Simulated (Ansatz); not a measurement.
Hypothetical diamond Zn, thickness series

Base system: Zn in the diamond structure (space group Fd-3m, No. 227; a = 5.827 Å; a hypothetical phase, not in the database extracts checked). Axes: x, y, z lie along the cube axes.

Free-standing slabs (2 atom(s) a layer) normal to [110] with 15 Å of vacuum; in-plane cell held at bulk.

Levels (all Ansatz, a program for electronic structure, PAW): PBE (420 eV, no SOC); PBEsol (420 eV, no spin-orbit coupling).

The base cell above is that of PBE; each level relaxes its own structures.

| case | band gap, PBE | band gap, PBEsol |
|---|---|---|
| 1 layer | 0.97 eV | 0.48 eV |
| 2 layers | zero | zero |
| 3 layers | zero | zero |
| 4 layers | zero | zero |
| 5 layers | zero | zero |
| 6 layers | zero | zero |
| 7 layers | zero | zero |

The two levels differ by at most about 0.48 eV. They put the cases in the same order.

No phonon test of stability was made.
